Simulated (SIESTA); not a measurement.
Worked example: self-consistent single point of YIr₂ (Fd-3m, 6 atoms in the cell) in SIESTA.

Computed with GGA PBEsol, numerical atomic orbitals DZP, PseudoDojo PBEsol standard norm-conserving potentials (rewritten from UPF to PSML) (SIESTA).

The change in words: lattice scaled by 0.98. Reference geometry:
```yaml
crystal:
  lattice:
    - [0.00000, 3.74717, 3.74717]
    - [3.74717, 0.00000, 3.74717]
    - [3.74717, 3.74717, 0.00000]
  atoms:
    - { symbol: Y, position: [0.50000, 0.50000, 0.50000] }
    - { symbol: Y, position: [0.75000, 0.75000, 0.75000] }
    - { symbol: Ir, position: [0.62500, 0.12500, 0.12500] }
    - { symbol: Ir, position: [0.12500, 0.12500, 0.62500] }
    - { symbol: Ir, position: [0.12500, 0.62500, 0.12500] }
    - { symbol: Ir, position: [0.12500, 0.12500, 0.12500] }
```

Reference input (self-consistent single point, DFT, GGA PBEsol, numerical atomic orbitals DZP, PseudoDojo PBEsol standard norm-conserving potentials (rewritten from UPF to PSML)): XC.functional = GGA; XC.authors = PBEsol; potentials = PseudoDojo PBEsol standard; PAO.BasisSize = DZP; PAO.EnergyShift = 0.01 Ry; MeshCutoff = 300 Ry; kgrid.MonkhorstPack = 6 6 6; OccupationFunction = FD; ElectronicTemperature = 0.136 eV; MaxSCFIterations = 150; SCF.Mixer.Method = Pulay; SCF.Mixer.Weight = 0.25. This run's input differs from it in these lines:

```diff
@@ -12,5 +12,5 @@
 %block LatticeVectors
-     0.000000000    3.747170000    3.747170000
-     3.747170000    0.000000000    3.747170000
-     3.747170000    3.747170000    0.000000000
+     0.000000000    3.672227000    3.672227000
+     3.672227000    0.000000000    3.672227000
+     3.672227000    3.672227000    0.000000000
 %endblock LatticeVectors
@@ -18,8 +18,8 @@
 %block AtomicCoordinatesAndAtomicSpecies
-     3.747170000    3.747170000    3.747170000  1
-     5.620755000    5.620755000    5.620755000  1
-     0.936792500    2.810377500    2.810377500  2
-     2.810377500    2.810377500    0.936792500  2
-     2.810377500    0.936792500    2.810377500  2
-     0.936792500    0.936792500    0.936792500  2
+     3.672227000    3.672227000    3.672227000  1
+     5.508340500    5.508340500    5.508340500  1
+     0.918056750    2.754170250    2.754170250  2
+     2.754170250    2.754170250    0.918056750  2
+     2.754170250    0.918056750    2.754170250  2
+     0.918056750    0.918056750    0.918056750  2
 %endblock AtomicCoordinatesAndAtomicSpecies
```

Log, with long lists cut:

```
        iscf     Eharris(eV)        E_KS(eV)     FreeEng(eV)     dDmax    Ef(eV) dHmax(eV)
   scf:    1   -14439.333952   -14630.692288   -14630.988684  2.017827 -1.671430 25.787207
   scf:    2   -14641.156847   -14707.097668   -14707.217599  1.156381 -4.465151 11.116777
   scf:    3   -14725.967242   -14719.111028   -14719.304379  0.201265 -3.639445  4.803893
   scf:    4   -14538.817446   -14661.906324   -14662.288081  0.509286 -3.050027 19.146959
   scf:    5   -14716.663669   -14720.092933   -14720.298852  0.473583 -3.790448  2.155581
   [... 7 lines left out ...]
   scf:   13   -14720.803631   -14720.803658   -14721.040890  0.000073 -3.660253  0.001593
   scf:   14   -14720.803710   -14720.803684   -14721.040890  0.000039 -3.660349  0.000252
   scf:   15   -14720.803687   -14720.803686   -14721.040890  0.000013 -3.660347  0.000156
   scf:   16   -14720.803687   -14720.803686   -14721.040890  0.000007 -3.660322  0.000075
SCF Convergence by DM+H criterion
max |DM_out - DM_in|         :     0.0000074294
max |H_out - H_in|      (eV) :     0.0000753432
SCF cycle converged after 16 iterations

Using DM_out to compute the final energy and forces

siesta: E_KS(eV) =           -14720.8037

siesta: E_KS - E_eggbox =    -14720.8037

siesta: Atomic forces (eV/Ang):
     1   -0.000042   -0.000042   -0.000042
     2    0.000042    0.000042    0.000042
     3    0.000000   -0.000000   -0.000000
     4   -0.000000   -0.000000    0.000000
     5   -0.000000    0.000000   -0.000000
     6    0.000000    0.000000    0.000000
   Tot    0.000000    0.000000   -0.000000
   Max    0.000042
   Res    0.000025    sqrt( Sum f_i^2 / 3N )
   Max    0.000042    constrained

   [... lines left out ...]
siesta: FreeEng =    -14721.040890
siesta: Cell volume =         99.041807 Ang**3
siesta:         138.12006136        138.11879979  kBar
   [... lines left out ...]
              0.189   1.534   1.534   1.602   1.534   1.602  -0.067  -0.067

             -0.087  -0.067  -0.087

mulliken: Qtot =       90.000

Mulliken Atomic Populations:
Atom #   charge [q] valence [e]  Species
     1    -0.744543   11.744543  Y
     2    -0.744543   11.744543  Y
     3     0.372274   16.627726  Ir
     4     0.372274   16.627726  Ir
     5     0.372274   16.627726  Ir
     6     0.372265   16.627735  Ir
 Total    -0.000000
```

The run converged in 16 iterations. Against the reference run the free energy rises by 35.3 meV/atom and the pressure goes from -1.63 to 13.81 GPa.

The starting cell comes from a database of computed structures (which also holds hypothetical and non-ambient phases and stackings), without a prior relaxation at this level. Its lattice was rescaled by a random factor within 2.5 % of one. For this run, on top of that: lattice scaled by 0.98. Spin polarisation is off. Values carry the incompleteness of an atom-centred basis. With a pressure of about 14 GPa the cell is away from its equilibrium volume at this level.

Cost on one core of a shared machine: roughly 3 min.
